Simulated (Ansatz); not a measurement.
The structure below was relaxed with plane-wave PAW DFT at the PBEsol level (Ansatz, a program for electronic structure, 420 eV), no spin-orbit coupling, at pressure 3 GPa.

```
CELL_PARAMETERS angstrom
      4.19923     0.00000     0.00000
      0.00000     4.19923     0.00000
      0.00000     0.00000     4.19923
ATOMIC_POSITIONS crystal
  Ta 0.00000 0.50000 0.50000
  Ta 0.50000 0.00000 0.50000
  Ta 0.50000 0.50000 0.00000
  N  0.50000 0.00000 0.00000
  N  0.00000 0.50000 0.00000
  N  0.00000 0.00000 0.50000
```

Q: Find the space group and the Wyckoff positions.

A: Space group Pm-3m (No. 221); a = b = c = 4.1992 Å, α = β = γ = 90.00°

```
atom  site  symmetry       x       y       z
----  ----  --------  ------  ------  ------
Ta      3c    4/mm.m  0.0000  0.5000  0.5000
N       3d    4/mm.m  0.0000  0.0000  0.5000
```

Q: Describe the coordination.

A: The crystal has 6 atoms in its conventional cell. Conventional cell: a = b = c = 4.199 Å, α = β = γ = 90.00°. Ta is surrounded by 4 N at 2.100 Å (square planar). N sees 4 Ta at 2.100 Å (square planar). (Neighbours: up to the widest gap in distance over summed covalent radii, below 1.35, at either atom; cation-cation and far metal-metal contacts left out.)

Load acts through the strain it causes; cell and atoms are relaxed under it. Whether these cells are dynamically stable was not tested. The final runs are not spin-polarised. The cell was made from TaN (space group Pm-3m, No. 221; a hypothetical phase, not in the database extracts checked) by this change: pressure 3 GPa.
